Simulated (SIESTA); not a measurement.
SIESTA 5.4.2, DFT, PBE, numerical atomic orbitals DZP, PseudoDojo PBE standard norm-conserving (rewritten from UPF to PSML): fluorite CoSi2, atoms displaced (Co4Si8), 12 atoms. Basis and mesh were picked for this test and aren't claimed converged.

```text
SystemLabel siesta
NumberOfAtoms 12
NumberOfSpecies 2
%block ChemicalSpeciesLabel
  1 27 Co
  2 14 Si
%endblock ChemicalSpeciesLabel
LatticeConstant 1.0 Ang
%block LatticeVectors
     0.000000000    5.365000000    5.365000000
     5.365000000    0.000000000    5.365000000
     2.682500000    2.682500000    0.000000000
%endblock LatticeVectors
AtomicCoordinatesFormat Fractional
%block AtomicCoordinatesAndAtomicSpecies
     0.006385000    0.996820000    0.978630000 1
     0.005761000    0.499334000    0.985640000 1
     0.508677000    0.001793000    0.991589000 1
     0.495183000    0.507475000    0.995936000 1
     0.120813000    0.131241000    0.228560000 2
     0.369438000    0.389004000    0.741923000 2
     0.119419000    0.621709000    0.266247000 2
     0.379493000    0.879161000    0.746199000 2
     0.630654000    0.124518000    0.244490000 2
     0.866553000    0.379792000    0.764385000 2
     0.624985000    0.618233000    0.250002000 2
     0.881375000    0.870306000    0.753117000 2
%endblock AtomicCoordinatesAndAtomicSpecies
XC.functional GGA
XC.authors PBE
PAO.BasisSize DZP
PAO.EnergyShift 0.01 Ry
MeshCutoff 300 Ry
%block kgrid.MonkhorstPack
  6 0 0 0.0
  0 6 0 0.0
  0 0 6 0.0
%endblock kgrid.MonkhorstPack
ElectronicTemperature 1000 K
MaxSCFIterations 200
SCF.Mixer.Method Pulay
SCF.Mixer.Weight 0.1
SCF.Mixer.History 6
SCF.DM.Tolerance 1.0E-04
WriteForces true
UseTreeTimer true
Diag.ParallelOverK true
```

The program reports k-points: 132, basis orbitals: 180, electrons: 100, real-space mesh: 72×72×36.

Machine: one whole node, Intel Xeon 6 (Granite Rapids), 96 cores on 1 socket, 2 hardware threads a core, 3 L3 cache groups, 3 NUMA nodes.

Each time is the median wall time of two to five repeats, run one at a time on the otherwise empty machine; start-up is included. Unless noted, each process is bound to its own block of adjacent cores. Build: conda-forge: Open MPI, OpenBLAS, ScaLAPACK, ELSI, no OpenMP. Other compilers and libraries give other times. Scratch files lie in a memory file system.

The candidates, on 24 cores each, agree within 1.0 meV/atom in energy, 10 meV/Å in forces (largest component), 0.050 GPa in pressure:
A. 3 ranks × 8 threads
B. 24 ranks
C. 8 ranks × 3 threads
D. 6 ranks × 4 threads
E. 2 ranks × 12 threads
F. 12 ranks × 2 threads

### Question
Which choice gives the shortest wall time?

### Answer
B (24 ranks), 8.9 s. At the other end E takes 5.6× as long.

| candidate | wall time | repeats | SCF iterations |
|---|---|---|---|
| B | 8.9 s | 2 runs within 1 % | 16 |
| F | 12 s | 2 runs within 1 % | 16 |
| C | 16 s | 2 runs within 1 % | 16 |
| D | 19 s | 2 runs within 1 % | 16 |
| A | 35 s | 2 runs within 1 % | 16 |
| E | 50 s | 2 runs within 1 % | 16 |

From the slowest to the fastest: The largest move is in solving for the density matrix (compute_dm): 24 s to 5.0 s. What the program resolved moves too: BlockSize from 64 to 7, ProcessorY from 2 to 6.
